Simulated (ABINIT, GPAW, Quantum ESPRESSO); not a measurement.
Bulk modulus against equilibrium volume of diamond-structure Sn (space group 227) over programs and functionals

Each row is a third-order Birch-Murnaghan fit to seven to nine volumes of diamond-structure Sn (space group 227) in one program and functional, each with its own basis, cutoff and mesh; V0 is in Å^3/atom and B0 in GPa. Along one equation of state d ln B/d ln V = -B', so if levels differed mainly by where they put the minimum, ln B0 would fall on a line in ln V0 with a slope near -B0'.

| program, functional, potentials | ln V0 | ln B0 | V0 (Å^3/atom) | B0 (GPa) |
|---|---|---|---|---|
| GPAW, LDA, PAW | 3.516 | 3.812 | 33.67 | 45.3 |
| Quantum ESPRESSO, LDA, GBRV | 3.522 | 3.787 | 33.86 | 44.1 |
| ABINIT, LDA, PseudoDojo | 3.523 | 3.800 | 33.89 | 44.7 |
| GPAW, PBEsol, PAW | 3.548 | 3.735 | 34.75 | 41.9 |
| Quantum ESPRESSO, PBEsol, GBRV | 3.552 | 3.719 | 34.89 | 41.2 |
| ABINIT, PBEsol, PseudoDojo | 3.555 | 3.717 | 34.98 | 41.2 |
| GPAW, PBE, PAW | 3.600 | 3.575 | 36.61 | 35.7 |
| ABINIT, PBE, PseudoDojo | 3.607 | 3.566 | 36.85 | 35.4 |
| Quantum ESPRESSO, PBE, PSlibrary PAW | 3.608 | ? | 36.88 | ? |

Problem. Using a straight line, estimate the missing ln B0 at ln V0 = 3.608 from the other rows, showing the fit.

Solution. With u = ln V0 - 3.553, the rows have u = -0.037000, -0.031000, -0.030000, -0.005000, -0.001000, 0.002000, 0.047000, 0.054000. Means: u -0.00012500, ln B0 3.7139. About the means, the sum of products is -0.023098 and the sum of squares of u is 0.0083849; the slope is their ratio. Least squares gives ln B0 = 3.7135 - 2.755·u. Residuals (row less fit): -0.0034, -0.0119, 0.0038, 0.0077, 0.0027, 0.0090, -0.0090, 0.0013; standard error 0.0082 (degrees of freedom: 6). The slope is -2.8; the rows' own B0' run from 4.8 to 5.4, so the line is flatter than -B0': at one and the same volume the levels with the larger V0 are the stiffer ones. At the withheld row, u = 0.055000, so ln B0 = 3.7135 - 2.755 × 0.055000 = 3.5620. The calculation gives 3.561, 0.0010 below the prediction (0.4 % of the range of ln B0 in the table). The row lies outside the fitted rows, so this is an extrapolation. From the scatter of the fitted rows alone, a prediction at this place has a standard error of 0.0100, so the miss is 0.1 times that.

This is grey tin, the low-temperature phase. The runs keep the symmetry of the cell, so they don't test it for distortions. The PBEsol file for Sn was generated anew from PseudoDojo's inputs, some of which were changed. The PBE file for Sn was generated anew from PseudoDojo's inputs, some of which were changed. Spin polarisation is off; occupations are Fermi-Dirac, smeared by 0.05 eV in metals and 0.01 eV otherwise. Left out as too noisy or not bracketing the minimum: 1 further scan. Cutoffs and mesh are single choices, not tested for convergence of this quantity. No row is a reference.
